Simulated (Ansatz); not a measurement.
Ansatz (a first-principles code) run on Cs (Pm, 4 atoms in the cell): self-consistent single point.

Computed with LDA (PW92), default PAW files made with PBE (plane waves; Ansatz).

```yaml
crystal:
  lattice:
    - [5.50452, 0.00000, 0.00000]
    - [0.00000, 9.95239, 0.00000]
    - [0.00000, 0.00000, 9.25313]
  atoms:
    - { symbol: Cs, position: [0.74445, 0.60699, 0.75000] }
    - { symbol: Cs, position: [0.26463, 0.39301, 0.25000] }
    - { symbol: Cs, position: [0.73537, 0.89301, 0.25000] }
    - { symbol: Cs, position: [0.26463, 0.10699, 0.75000] }
```

Reference input (self-consistent single point, DFT, LDA (PW92), plane waves, default PAW files made with PBE): basis.ecutwfc = 420 eV; kpoints.mp_grid.grid = 5 3 3; hamiltonian.xc = lda; hamiltonian.pseudopotentials = {kind: paw} (the program's default PAW files); scf.occupations.method = fermi_dirac; scf.occupations.width = 0.1 eV. This run's input differs from it in these lines:

Ansatz 0.2 input:
```diff
@@ -14,3 +14,3 @@
 kpoints:
-  mp_grid: { grid: [5, 3, 3] }
+  mp_grid: { grid: [8, 5, 5] }
 hamiltonian:
@@ -19,3 +19,3 @@
 scf:
-  occupations: { method: fermi_dirac, width: 0.1 }
+  occupations: { method: gaussian, width: 0.5 }
 output:
```

Output, abridged:

```
SCF iter   1: F=—  HF=-22019.568351 eV  |F-HF|=—  |Δ(HF+E_count)|=         —  Δρ=1.60e-3  dr2=8.35e-3  ethr=1.77e-3  ⟨swp⟩=8.5  Hψ=17909  notcnv=0
all-band conjugate gradients solve this SCF's bands
automatic band count: the SCF goes on with 30 bands, as 24 were too few: the levels above may hold too much charge
preconditioner: auto → Kerker (q_TF=auto, 1.756 Å⁻¹)
SCF iter   2: F=—  HF=-22019.565449 eV  |F-HF|=—  |Δ(HF+E_count)|=   2.90e-3  Δρ=8.74e-4  dr2=2.76e-3  ethr=2.32e-5  ⟨swp⟩=2.2  Hψ=3598  notcnv=0
   [... lines left out ...]
SCF iter   4: F=—  HF=-22019.565429 eV  |F-HF|=—  |Δ(HF+E_count)|=   8.26e-5  Δρ=7.02e-5  dr2=6.66e-5  ethr=7.12e-7  ⟨swp⟩=2.7  Hψ=2813  notcnv=0
SCF iter   5: F=—  HF=-22019.565494 eV  |F-HF|=—  |Δ(HF+E_count)|=   6.53e-5  Δρ=2.64e-5  dr2=7.96e-6  ethr=1.85e-7  ⟨swp⟩=2.7  Hψ=2807  notcnv=0
SCF iter   6: F=—  HF=-22019.565494 eV  |F-HF|=—  |Δ(HF+E_count)|=   2.01e-7  Δρ=5.04e-6  dr2=3.47e-7  ethr=2.21e-8  ⟨swp⟩=2.9  Hψ=3296  notcnv=0
SCF iter   7: F=-22019.565495 eV  HF=-22019.565495 eV  |F-HF|=4.11e-9  |Δ(HF+E_count)|=   2.17e-7  Δρ=2.34e-6  dr2=7.32e-8  ethr=2.78e-10  ⟨swp⟩=11.2  Hψ=10136  notcnv=0
SCF 1 converged in 7 iterations: F = -22019.565495 eV  dr2 = 7.32e-8
Free energy (F): -22019.565495 eV
Internal energy: -22018.984087 eV  (E = F + TS)
E sigma→0 (E₀):  -22019.274791 eV
Entropy (-TS):   -0.581407 eV (-145.352 meV/atom)
Fermi energy:    1.581977 eV
--- Forces (eV/Å), atoms counted from 1 ---
  atom   1  Cs     0.00923846    -0.01505125    -0.00000000
  atom   2  Cs    -0.01027836     0.01507220     0.00000000
  atom   3  Cs     0.01096907     0.01490341    -0.00000000
  atom   4  Cs    -0.00992984    -0.01492485     0.00000000
--- Stress (GPa, compression-positive) ---
       -0.403861      -0.002002       0.000000
       -0.002002      -0.405851       0.000000
        0.000000       0.000000      -0.413676
  P = ⅓ Tr σ = -0.4078 GPa (-4.078 kbar)
  The stress holds the Pulay correction. Without it, at fixed plane waves, as pw.x and ABINIT print it: P = -0.4080 GPa
```

The run converged in 7 iterations. Against the reference run the free energy falls by 50.7 meV/atom, the pressure hardly changes (-0.42 to -0.41 GPa) and the largest force moves little (0.018 to 0.019 eV/Å).

The starting cell comes from a database of computed structures (which also holds hypothetical and non-ambient phases and stackings), without a prior relaxation at this level. Its lattice was rescaled by up to half a per cent. One atom was moved a little off its site on purpose. Ansatz's pressure includes its estimate of the finite-basis (Pulay) stress.

Cost on one core of a shared machine: roughly 80 s.
